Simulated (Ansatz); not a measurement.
The parent structure is Al in the fcc (Cu type) structure (space group Fm-3m, No. 225; relaxed with 0.1 eV smearing).

```
CELL_PARAMETERS angstrom
      0.00000     1.99618     1.99618
      1.99618     0.00000     1.99618
      1.99618     1.99618     0.00000
ATOMIC_POSITIONS crystal
  Al 0.00000 0.00000 0.00000
```

Cartesian axes are those of the cell as printed.

The values are results of Ansatz (a first-principles code) r2SCAN, spin-orbit coupling left out, earlier PAW set, not measurements.

Before the change:

- Pressure = 0.0 GPa
- Shortest interatomic distance = 2.823 Å

One thing is altered: a pure shear with ε_xy = ε_yx = 0.0376, atoms relaxed at fixed cell.

Task: Estimate the effect on the pressure.

Result: The pressure (mean of the normal stresses, compression positive) goes from zero to 0.7 GPa.

Task: How does this affect the energy relative to the base?

Result: The energy rises by 13 meV/atom.

Task: What happens to the shortest interatomic distance?

Result: The shortest interatomic distance decreases by 0.106 Å to 2.717 Å.

The cells carry an imposed strain or load. No phonon test of stability was made.
